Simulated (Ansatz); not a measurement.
The reference is Nb in the bcc (W type) structure (space group Im-3m, No. 229; a = 3.272 Å).

Method: PBEsol (Ansatz, an electronic-structure program), without spin-orbit coupling.

Before the change:

```
Quantity            Value
---------------  --------
Volume per atom  17.52 Å³
```

Perturbation: hydrostatic tension (pressure −2 GPa).

Estimate the effect on the volume per atom.

The volume per atom rises by 0.20 Å³ (17.52 Å³ → 17.72 Å³).

Load acts through the strain it causes; cell and atoms are relaxed under it. No phonon test of stability was made. The base started in P-1 and relaxed to Im-3m at this level. All final runs are without spin polarisation.
